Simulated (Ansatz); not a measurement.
Results of LDA (PAW; Ansatz, a quantum-chemistry and plane-wave program) for BN (model structure, started from the rocksalt type, Fm-3m, No. 225, 2 atoms in the cell).

Settings: plane-wave cutoff 520 eV, 18×18×18 k mesh, perturbation theory, scalar-relativistic PAW data made under PBE.

Cell (relaxed at this level):

```cif
data_BN
_chemical_formula_sum 'N1 B1'
_space_group_name_H-M_alt 'P 1'
_space_group_IT_number 1
_cell_length_a 2.44609
_cell_length_b 2.44609
_cell_length_c 2.44609
_cell_angle_alpha 60.000
_cell_angle_beta 60.000
_cell_angle_gamma 60.000
loop_
_space_group_symop_operation_xyz
  'x, y, z'
loop_
_atom_site_label
_atom_site_type_symbol
_atom_site_fract_x
_atom_site_fract_y
_atom_site_fract_z
_atom_site_occupancy
N1 N 0.00000 0.00000 0.00000 1
B1 B 0.50000 0.50000 0.50000 1
```

Estimate the electronic dielectric constant ε∞, Born effective charge (magnitude) and zone-centre LO phonon frequency that the calculation returns.


- electronic dielectric constant ε∞: 8.40
- Born effective charge (magnitude): 3.83 e
- zone-centre LO phonon frequency: 934 cm⁻¹

Note: the run finds an imaginary mode (697i cm⁻¹), so the cell is a saddle point at this level.

Cost on a shared machine: around 2.1 core-minutes (rough).

A model structure was made by putting elements into a prototype or built by hand; it is no filed structure, need not be a known phase, and can be a saddle point held by its symmetry.
